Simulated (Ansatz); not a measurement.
Base system: ZnS in the wurtzite structure (space group P6_3mc, No. 186).

ZnS is taken in the hexagonal space group P6₃mc (No. 186), the wurtzite structure, Pearson symbol hP4. Conventional cell: a = 3.845 Å, b = 3.845 Å, c = 6.306 Å, α = 90.00°, β = 90.00°, γ = 120.00°. Zn on 2b sees 4 S at 2.357–2.362 Å (tetrahedral). S on 2b has 4 Zn at 2.357–2.362 Å (tetrahedral). (Neighbours: up to the widest gap in distance over summed covalent radii, below 1.35, at either atom; cation-cation and far metal-metal contacts left out.)

Levels (all Ansatz, a first-principles code, PAW, earlier PAW set): PBE (420 eV, scalar-relativistic without spin-orbit coupling); HSE06 (420 eV, no spin-orbit coupling).

Its gap is 2.07 eV with PBE and 3.29 eV with HSE06.

The change: the cell is scaled by 1.0293 in all directions, atoms relaxed at fixed cell.

With PBE the gap becomes 1.70 eV.

**Question.** If the HSE06 correction stayed the same, what would the HSE06 gap be, and what does the HSE06 run give?

**Answer.** A rigid correction of +1.22 eV gives 2.92 eV. The HSE06 run gives 2.88 eV, so the correction itself changes by -0.04 eV.

Single points use the geometry relaxed with PBE. The cells carry an imposed strain or load. Stability against distortions was not tested.
